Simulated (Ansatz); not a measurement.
Where the default PAW files enter, the runs use the earlier of Ansatz's two default sets.

The decay constant κ of evanescent states in the gap governs leakage through a thin film.

Given:

```
CELL_PARAMETERS angstrom
      3.12859     0.00000     0.00000
      0.00000     5.01696     0.00000
      1.56430     0.00000     2.70944
ATOMIC_POSITIONS crystal
  Al 0.66667 0.50071 0.66667
  Al 0.33333 0.00071 0.33333
  N  0.66667 0.11929 0.66667
  N  0.33333 0.61929 0.33333
```

Space group of this cell: P6_3mc, wurtzite. The cell is taken as given; by r2SCAN its mean pressure is -4.4 GPa.

Transport runs along the normal of the first two printed cell vectors, the (100) plane of the conventional cell.

The gap is the functional's own. No spin-orbit coupling. Mid-gap values are those at the computed energy nearest the middle.

Q: State the band gap and the smallest decay constant κ at mid-gap according to r2SCAN (Ansatz, a quantum-chemistry and plane-wave program).

A: Gap 4.68 eV on a 12×6×12 mesh; κ = 0.300 1/Å, at the zone centre.
